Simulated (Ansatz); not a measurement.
The starting structures come from a database of crystals and need not be the phases stable at ambient conditions.

By PBEsol, the system below comes out a metal.

A figure of merit of an interconnect metal is its ballistic conductance per area.

Data:

```xyz
8
Lattice="3.5493 0.0000 0.0000 0.0000 5.7836 0.0000 0.0000 0.0000 6.2961" Properties=species:S:1:pos:R:3 pbc="T T T"
Ge     0.8873     4.7113     3.6380
Ge     2.6619     1.0723     2.6582
Ge     2.6619     3.9641     0.4899
Ge     0.8873     1.8195     5.8062
Pd     0.8873     5.7617     1.2025
Pd     2.6619     0.0219     5.0936
Pd     2.6619     2.9136     4.3506
Pd     0.8873     2.8699     1.9456
```

Space group of this cell: Pnma. The cell is taken as given; by PBEsol its mean pressure is -2.8 GPa.

The current flows along the normal of the first two printed cell vectors. No spin-orbit coupling; the value is a mean over 0.1 eV about the Fermi level.

Question: Give the ballistic conductance per area that PBEsol (Ansatz, an electronic-structure program) yields.

Answer: 0.40 × 10¹⁵ S/m² for both spins.
